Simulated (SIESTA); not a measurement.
Input and output of a self-consistent single point for Mg₂Zn (Cmcm, 6 atoms in the cell) (SIESTA).

Computed with GGA PBEsol, numerical atomic orbitals DZP, PseudoDojo PBEsol standard norm-conserving potentials (rewritten from UPF to PSML) in SIESTA.

The change in words: lattice scaled by 0.98. Reference geometry:
```
Mg2Zn
1.0
    4.75342    -2.51125     0.00000
    4.75342     2.51125     0.00000
    0.00000     0.00000     4.73874
Mg Zn
4 2
Direct
  0.35113   0.95921   0.75000
  0.64887   0.04079   0.25000
  0.95921   0.35113   0.25000
  0.04079   0.64887   0.75000
  0.67546   0.32454   0.75000
  0.32454   0.67546   0.25000
```

Reference input (self-consistent single point, DFT, GGA PBEsol, numerical atomic orbitals DZP, PseudoDojo PBEsol standard norm-conserving potentials (rewritten from UPF to PSML)): XC.functional = GGA; XC.authors = PBEsol; potentials = PseudoDojo PBEsol standard; PAO.BasisSize = DZP; PAO.EnergyShift = 0.01 Ry; MeshCutoff = 300 Ry; kgrid.MonkhorstPack = 5 5 5; OccupationFunction = MP; OccupationMPOrder = 0; ElectronicTemperature = 0.272 eV; MaxSCFIterations = 150; SCF.Mixer.Method = Pulay. This run's input differs from it in these lines:

```diff
@@ -10,7 +10,7 @@
 %endblock ChemicalSpeciesLabel
-LatticeConstant              5.376003 Ang
+LatticeConstant              5.268483 Ang
 %block LatticeVectors
-     0.884192215   -0.467123065    0.000000000
-     0.884192215    0.467123065    0.000000000
-     0.000000000    0.000000000    0.881461562
+     0.884192281   -0.467123079    0.000000000
+     0.884192281    0.467123079    0.000000000
+     0.000000000    0.000000000    0.881461514
 %endblock LatticeVectors
@@ -18,8 +18,8 @@
 %block AtomicCoordinatesAndAtomicSpecies
-    11.770341267    2.885694828    6.716190582  1
-     6.194982644   -2.885694828    2.238730194  1
-    11.770341267   -2.885694828    2.238730194  1
-     6.194982644    2.885694828    6.716190582  1
-     8.982661955   -1.665320400    6.716190582  2
-     8.982661955    1.665320400    2.238730194  2
+    11.534935432    2.827981046    6.581866487  1
+     6.071083513   -2.827981046    2.193955496  1
+    11.534935432   -2.827981046    2.193955496  1
+     6.071083513    2.827981046    6.581866487  1
+     8.803009472   -1.632014058    6.581866487  2
+     8.803009472    1.632014058    2.193955496  2
 %endblock AtomicCoordinatesAndAtomicSpecies
```

Output, abridged:

```
        iscf     Eharris(eV)        E_KS(eV)     FreeEng(eV)     dDmax    Ef(eV) dHmax(eV)
   scf:    1   -17497.140503   -17715.414217   -17715.526928  2.990008 -0.262524 54.905344
   scf:    2   -17859.954731   -17807.939914   -17808.027307  2.102584 -1.563885 18.172660
   scf:    3   -17819.492800   -17814.500663   -17814.584637  0.408377 -1.761909  9.234252
   scf:    4   -17809.605652   -17814.397021   -17814.467005  0.569900 -2.106791  9.748671
   scf:    5   -17816.154880   -17815.323618   -17815.400362  0.117629 -2.110300  7.476788
   [... 7 lines left out ...]
   scf:   13   -17816.507333   -17816.507345   -17816.591045  0.000332 -2.027195  0.001356
   scf:   14   -17816.507345   -17816.507345   -17816.591045  0.000001 -2.027196  0.001404
   scf:   15   -17816.507347   -17816.507346   -17816.591046  0.000042 -2.027215  0.000035
   scf:   16   -17816.507346   -17816.507346   -17816.591046  0.000001 -2.027215  0.000000
SCF Convergence by DM+H criterion
max |DM_out - DM_in|         :     0.0000010655
max |H_out - H_in|      (eV) :     0.0000004032
SCF cycle converged after 16 iterations

Using DM_out to compute the final energy and forces

siesta: E_KS(eV) =           -17816.5073

siesta: E_KS - E_eggbox =    -17816.5073

siesta: Atomic forces (eV/Ang):
     1    0.025444   -0.042249    0.000000
     2   -0.025445    0.042249   -0.000000
     3    0.025444    0.042249   -0.000000
     4   -0.025445   -0.042249    0.000000
     5    0.000000    0.161263    0.000000
     6    0.000000   -0.161263    0.000000
   Tot   -0.000001    0.000000    0.000001
   Max    0.161263
   Res    0.058567    sqrt( Sum f_i^2 / 3N )
   Max    0.161263    constrained

   [... lines left out ...]
siesta: FreeEng =    -17816.591046
siesta: Cell volume =        106.480025 Ang**3
siesta:          31.21322673         33.14074237  kBar
   [... lines left out ...]
              0.222   1.930   1.915   1.929   1.933   1.913   0.033   0.048

              0.033   0.032   0.052

mulliken: Qtot =       80.000

Mulliken Atomic Populations:
Atom #   charge [q] valence [e]  Species
     1    -0.289619   10.289619  Mg
     2    -0.289619   10.289619  Mg
     3    -0.289619   10.289619  Mg
     4    -0.289619   10.289619  Mg
     5     0.579237   19.420763  Zn
     6     0.579237   19.420763  Zn
 Total     0.000000
```

The run converged in 16 iterations. Against the reference run the free energy goes up by 6.2 meV/atom, the pressure goes from -0.87 to 3.12 GPa and the largest force moves little (0.163 to 0.161 eV/Å).

The starting cell comes from a database of computed structures (which also holds hypothetical and non-ambient phases and stackings), without a prior relaxation at this level. For this run, on top of that: lattice scaled by 0.98. Values carry the incompleteness of an atom-centred basis. With a pressure of about 3 GPa the cell is away from its equilibrium volume at this level.
